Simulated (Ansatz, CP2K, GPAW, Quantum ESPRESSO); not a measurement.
**One structure in several programs: Yb (Fm-3m, 1 atom in the cell)**

Self-consistent single point.

```yaml
crystal:
  lattice:
    - [0.00000, 2.73825, 2.73825]
    - [2.73825, 0.00000, 2.73825]
    - [2.73825, 2.73825, 0.00000]
  atoms:
    - { symbol: Yb, position: [0.00000, 0.00000, 0.00000] }
```

All programs got the same cell, k-point mesh and kind of occupations (in Ansatz's words: kpoints.mp_grid.grid = 8 8 8; scf.occupations.method = fermi_dirac; scf.occupations.width = 0.0073 Ry); potentials, basis and cutoffs are each program's usual ones.

```json
[
 {"code": "Ansatz", "model": "PBE, default PAW files", "pressure (GPa)": "-2.02", "k-points": "29", "cutoff": "default"},
 {"code": "GPAW", "model": "PBE, GPAW PAW datasets PBE (gpaw-data 1.0.1)", "pressure (GPa)": "-1.90", "k-points": "29", "cutoff": "800 eV"},
 {"code": "CP2K", "model": "PBE, GPW, DZVP-MOLOPT-SR-GTH basis, GTH-PBE potentials (GTH_POTENTIALS)", "pressure (GPa)": "-2.82", "k-points": "260", "cutoff": "grid 800 Ry"},
 {"code": "Quantum ESPRESSO", "model": "PBE, SSSP 1.1.2 efficiency (PBE) pseudopotentials", "pressure (GPa)": "-2.71", "k-points": "29", "cutoff": "50 Ry"}
]
```

The spread over the programs that give each value: pressure within 0.92 GPa.

The starting cell comes from a database of computed structures (which also holds hypothetical and non-ambient phases and stackings), without a prior relaxation at this level. Its lattice was rescaled by a random factor within 2.5 % of one. On Ansatz's run: Spin-orbit coupling is off. Spin polarisation is off.

**Question.** Why do the programs differ, and what cannot be compared?

**Answer.** Differences of this kind can come from the potentials, where these differ, and from what each basis and cutoff leave unconverged. The zero of total energies and Fermi levels follows the potentials and each program's conventions, so they are not compared here. CP2K uses small atom-centred bases, whose incompleteness enters pressures, forces and empty levels differently from a plane-wave cutoff. Ansatz's pressure is given at a fixed set of plane waves, as the other plane-wave codes print theirs; with its correction for the finite basis it is -1.98 GPa. Ansatz's smearing width was typed in Ry to four decimals, so it matches the others to a few per cent. The programs reduce the same mesh by symmetry to different extents, which changes the work and not the result.

Left out of this page: Elk and FLEUR (not drawn, or without a comparable value).

Ansatz is an electronic-structure program.

Keys are those of Ansatz 0.2.
